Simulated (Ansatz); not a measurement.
System: N-vacancy pair (N on one host O site, one O site vacant) in monoclinic HfO2 (charge state +1). The step: one O atom jumps into the vacancy from a nearby O site (N-vacancy distance between ideal sites 2.55 → 3.57 Å); the atom moves 1.78 Å along (0.06, -0.34, 0.04) of the unit cell; the moving atom starts with neighbours Hf at 2.12, Hf at 2.15, Hf at 2.27, Hf at 2.65; O at 2.53, O at 2.72 Å and ends with Hf at 2.06, Hf at 2.15, Hf at 2.37, Hf at 2.64; N at 2.62 Å. A PBE band in Ansatz (plane-wave PAW, the Γ point alone, 96 host sites, 27 SCF runs with any check of the saddle's order, static, no finite-size correction) gives a forward barrier of 0.55 eV. The saddle point's order was not checked. The charge state is imposed; whether it is stable for some Fermi level was not computed. Forms of the defect that were not tried may lie lower. The start lies 1.11 eV above the lowest site run (PBE).

Single points at the band's start and saddle point can refine it. Rough cost of one point, in units of the band's mean SCF on the same machine:

| Level | Cost of one point |
|---|---|
| PBE, a 2×2×2 k-point mesh shifted by half a step | about 10 |
| r2SCAN at 500 eV, the Γ point alone | about 4 |

Problem. Which of these move the barrier by more than 0.1 eV, and how far does each move it?

Solution. Not one does. PBE, a 2×2×2 k-point mesh shifted by half a step: +0.01 eV; r2SCAN at 500 eV, the Γ point alone: +0.03 eV. Each functional is compared with PBE at the same k-points.

Ansatz is a quantum-chemistry and plane-wave program.
